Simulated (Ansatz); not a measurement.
Au: biaxial strain −2.50 %, plane normal [001], relaxed out of plane

Start from Au in the fcc (Cu type) structure (space group Fm-3m, No. 225; a = 4.0830 Å; relaxed with 0.1 eV smearing). Axes: x, y, z lie along the cube axes.

Modification: compressive biaxial strain of 2.50 % in the plane normal to [001], as in epitaxy on a mismatched substrate; the out-of-plane cell vector and the atoms relax.

Calculations: Ansatz (a first-principles code), PBEsol, PAW, cutoff 420 eV, spin-orbit coupling left out. k-mesh 28×28×28 (Γ-centred); smearing 0.1 eV (Fermi–Dirac).

```csv
quantity,base,changed,shift
volume per atom,17.02 Å³,16.86 Å³,-0.153 Å³
space group,Fm-3m (No. 225),I4/mmm (No. 139),–
energy relative to the base (free energy F),0 meV/atom,+6.8 meV/atom,+6.8 meV/atom
"pressure (mean of the normal stresses, compression positive)",0.0 GPa,1.9 GPa,+1.9 GPa
band gap,zero,zero,–
out-of-plane strain,–,+4.25 %,–
ratio −ε⊥/ε∥,–,1.70,–
```

Final structure (turned so that z lies along the plane normal):

```yaml
crystal:
  lattice:
    - [2.81492, 0.00000, 0.00000]
    - [0.00000, 2.81492, 0.00000]
    - [1.40746, -1.40746, 2.12817]
  atoms:
    - { symbol: Au, position: [0.00000, 0.00000, 0.00000] }
```

Cost of the whole job for the changed cell (relaxation, final SCF and bands): about 110 core-seconds (a rough figure).

No phonon test of stability was made.
